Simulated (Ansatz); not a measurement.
Partial pair distribution functions of a relaxed model of amorphous Si$_{24}$O$_{47}$H$_{2}$, broadened by 0.06 Å; density 2.07 g/cm³. The numbers are results of PBE, scalar-relativistic without spin-orbit coupling (plane waves to 420 eV, PAW; Ansatz, a program for electronic structure), not measurements. The usual formal charges leave 4 electrons over, so the level spacing at the Fermi energy parts defect or band states and needn't be the band gap.

It comes from a melt-quench run on a machine-learned potential (CHGNet), relaxed afterwards by DFT. O atoms were pushed apart under 1.9 Å during the dynamics, to hinder bonds among them. The hot cell started wider than the set density and was brought back towards it in steps. It is the lowest in DFT energy of 2 quenches. It is a model cell: composition and starting density were chosen by hand, and all elements were melted together. No dispersion term was used. Its density started from a set value of 2.07 and ended at 2.07 g/cm³. The simulated quench (nominally 200 K/ps over its main leg) is rapid and tends to freeze in more defects than a deposited or slowly cooled glass has. One small periodic cell is one sample of the glass; other quenches scatter about these values. The volume was held where the preparation left it and the shape relaxed, at a PBE pressure of -1.0 GPa (tension). Stress components on the final sampling reach 1.0 GPa.

| r (Å) | g Si-O | g O-H | g Si-Si | g O-O |
|---|---|---|---|---|
| 0.70 | 0.00 | 0.00 | 0.00 | 0.00 |
| 0.80 | 0.00 | 0.32 | 0.00 | 0.00 |
| 0.90 | 0.00 | 7.59 | 0.00 | 0.00 |
| 1.00 | 0.00 | 11.63 | 0.00 | 0.00 |
| 1.10 | 0.00 | 1.14 | 0.00 | 0.00 |
| 1.20 | 0.00 | 0.01 | 0.00 | 0.00 |
| 1.30 | 0.00 | 0.00 | 0.00 | 0.00 |
| 1.40 | 0.02 | 0.00 | 0.00 | 0.00 |
| 1.50 | 1.83 | 0.00 | 0.00 | 0.00 |
| 1.60 | 14.86 | 0.00 | 0.00 | 0.00 |
| 1.70 | 9.96 | 0.00 | 0.00 | 0.00 |
| 1.80 | 0.87 | 0.00 | 0.00 | 0.00 |
| 1.90 | 0.11 | 0.00 | 0.00 | 0.00 |
| 2.00 | 0.00 | 0.00 | 0.00 | 0.00 |
| 2.10 | 0.00 | 0.00 | 0.00 | 0.00 |
| 2.20 | 0.00 | 0.02 | 0.00 | 0.00 |
| 2.30 | 0.00 | 0.53 | 0.00 | 0.00 |
| 2.40 | 0.00 | 1.04 | 0.00 | 0.08 |
| 2.50 | 0.00 | 0.13 | 0.00 | 1.19 |
| 2.60 | 0.00 | 0.04 | 0.00 | 5.15 |
| 2.70 | 0.00 | 0.58 | 0.09 | 6.54 |
| 2.80 | 0.07 | 0.66 | 0.99 | 2.43 |
| 2.90 | 0.20 | 0.62 | 2.66 | 0.49 |
| 3.00 | 0.26 | 0.55 | 3.83 | 0.30 |
| 3.10 | 0.39 | 0.70 | 3.10 | 0.44 |
| 3.20 | 0.54 | 1.11 | 3.14 | 0.59 |
| 3.30 | 0.64 | 1.38 | 1.32 | 0.63 |
| 3.40 | 0.93 | 1.51 | 0.06 | 0.58 |
| 3.50 | 1.09 | 2.06 | 0.00 | 0.53 |
| 3.60 | 1.46 | 1.73 | 0.00 | 0.66 |
| 3.70 | 1.25 | 1.59 | 0.04 | 0.39 |
| 3.80 | 1.14 | 1.16 | 0.36 | 0.44 |
| 3.90 | 1.48 | 0.81 | 0.63 | 0.77 |
| 4.00 | 1.70 | 0.33 | 0.67 | 0.84 |
| 4.10 | 2.16 | 0.33 | 0.67 | 0.76 |
| 4.20 | 2.03 | 1.11 | 0.81 | 0.78 |
| 4.30 | 1.54 | 0.87 | 0.88 | 0.77 |
| 4.40 | 1.06 | 1.12 | 0.75 | 0.76 |
| 4.50 | 0.87 | 1.21 | 1.18 | 0.85 |
| 4.60 | 0.92 | 1.51 | 1.61 | 1.22 |
| 4.70 | 0.82 | 1.31 | 1.47 | 1.54 |
| 4.80 | 0.70 | 0.86 | 1.29 | 1.51 |
| 4.90 | 0.68 | 0.73 | 1.34 | 1.58 |
| 5.00 | 0.77 | 0.66 | 1.31 | 1.41 |
| 5.10 | 0.73 | 1.24 | 1.63 | 1.24 |
| 5.20 | 0.64 | 1.10 | 1.34 | 1.22 |

Within 1.98 Å each Si has 3.83 O neighbours on average.
